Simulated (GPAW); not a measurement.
## Equation of state of fcc Al (space group 225): energy against volume (GPAW, LDA)

```yaml
crystal:
  lattice:
    - [0.00000, 1.94624, 1.94624]
    - [1.94624, 0.00000, 1.94624]
    - [1.94624, 1.94624, 0.00000]
  atoms:
    - { symbol: Al, position: [0.00000, 0.00000, 0.00000] }
```

Computed with LDA (Perdew-Wang 92), GPAW PAW datasets LDA (gpaw-data 1.0.1) (plane waves; GPAW 25.7.0). Settings: mode = pw; ecut = 585 eV; xc = LDA; kpts = 25 25 25; mesh shift (steps) = 0 0 0; occupations.name = fermi-dirac; occupations.width = 0.05 eV; nbands = -7; convergence.density = 1e-05 e/electron; symmetry.symmorphic = false; symmetry.tolerance = 0.0005; maxiter = 120. The cell above is the first row's. The rows scale it uniformly. In all rows the k mesh is held. E is the free energy at the stated smearing, counted from the lowest row.

| V (Å^3/atom) | E (meV/atom) |
|---|---|
| 14.744 | ? |
| 15.065 | 10.60 |
| 15.385 | 3.29 |
| 15.706 | 0.00 |
| 16.026 | 0.31 |
| 16.347 | 3.82 |
| 16.667 | 10.20 |
| 16.988 | 19.11 |
| 17.308 | 30.27 |

Fit E against V with the third-order Birch-Murnaghan form, a cubic in V^(-2/3), and predict the withheld value at V = 14.744.

With u = V^(-2/3) - 0.156, the rows have u = 0.007941, 0.005660, 0.003449, 0.001320, -0.000747, -0.002740, -0.004677, -0.006548. Least squares gives E = 2.195 - 1915.71·u + 367792·u² + 849922·u³. Residuals (row less fit): -0.001, 0.001, 0.002, 0.001, -0.011, 0.012, -0.003, 0.000; standard error 0.008 (degrees of freedom: 4). Its minimum lies at u = 0.002581, so V0 = (0.158581)^(-3/2) = 15.84. There d²E/du² = 748700 and d³E/du³ = 5100000, so B0 = (4/9) × 15.84^(-7/3) × 748700 × 0.160218 = 84.7 GPa (the last factor turns the table's units into GPa), and B0' = 4 + (2/3) × 0.158581 × (5100000)/748700 = 4.7. The program's pressures in the fitted runs (not shown) pass through zero at V = 15.83, 0.00 % from this V0. At the withheld row, u = 0.010312, so E = 2.195 - 1915.71 × 0.010312 + 367792 × 0.010312² + 849922 × 0.010312³ = 22.482 meV/atom. The calculation gives 22.38 meV/atom, 0.102 meV/atom below the prediction (0.3 % of the range of E in the table). The row lies outside the fitted rows, so this is an extrapolation. From the scatter of the fitted rows alone, a prediction at this place has a standard error of 0.025 meV/atom, so the miss is 4.1 times that.

Carrying the step between the two nearest rows on in a straight line would have given 17.93, off by 4.45; series whose last step already gives the withheld value aren't shown. The scan was laid around a cell of about the measured size, scaled by a guess for this functional. Cutoffs and mesh are single choices, not tested for convergence of this quantity. Series with a scatter that would blur these digits, or in which a gap closes, are not shown. Nor are scans whose minimum lies at an end fitted in this form.

Terms beyond the fitted order, or numerical noise in single rows, can give a miss of this size; the table doesn't tell which.
